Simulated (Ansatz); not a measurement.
As_Ca+V_O in rock-salt CaO (the name describes the start): one set of geometries, relaxed with PBE, evaluated in Ansatz (PAW, plane waves to 420 eV, 500 eV under r2SCAN) with PBE, r2SCAN.

Details: 64-site cell; 2×2×2 shifted k-points; start: the Ca site; O 2.42 Å away; charged states image-corrected; not converged in cell size; relaxed from one start, so a lower configuration may exist; flagged in the runs: a strain field that reaches the edge of the cell.

```csv
quantity,PBE,r2SCAN
host gap (eV),3.66,4.20
ε(+2/+1) above the VBM (eV),1.21,1.49
"ε(+1/0) above the VBM (eV), not thermodynamic with PBE",2.81,3.00
largest moment on one atom at charge +2 (μB),0.12,0.14
"neutral formation energy against rhombohedral As, fcc Ca, O2 molecule in a box (eV)",10.68,11.56
largest moment on one atom at charge 0 (μB),0.16,0.18
```

PBE narrows the gap by 0.54 eV against r2SCAN, the highest level run, and puts the levels shown 0.23 eV lower above the valence-band maximum on average (from the rounded values).

Ansatz is a first-principles code.
